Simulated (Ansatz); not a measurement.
**Hypothetical rutile SnSe2, pressure series**

Start from SnSe₂ in the rutile structure (space group P4_2/mnm, No. 136; a = 6.415 Å, c = 3.994 Å; a hypothetical phase, not in the database extracts checked).

Cell and atoms are relaxed at each pressure.

Computed with Ansatz (an electronic-structure program) PBEsol, no spin-orbit coupling, earlier PAW set.

```
pressure (GPa)  volume per atom (Å³/atom)
--------------  -------------------------
-2                                 28.733
-1                                      ?
0                                  27.395
3                                  26.036
7                                  24.723
15                                 22.886
30                                 20.696
```

Q: Fit the third-order Birch–Murnaghan form P(V) = (3B₀/2)[(V₀/V)^(7/3) − (V₀/V)^(5/3)]·[1 + (3/4)(B₀′ − 4)((V₀/V)^(2/3) − 1)] (squares taken in P) to the rows shown and predict the withheld row.

A: Least squares on the printed values gives V₀ = 27.438 Å³/atom, B₀ = 51.5 GPa, B₀′ = 5.1; this predicts 28.006 Å³/atom, and the run gives 27.987 Å³/atom, 0.019 lower.

Load acts through the strain it causes; cell and atoms are relaxed under it. Whether these cells are dynamically stable was not tested. No other phases were tried under pressure. The final runs are not spin-polarised.
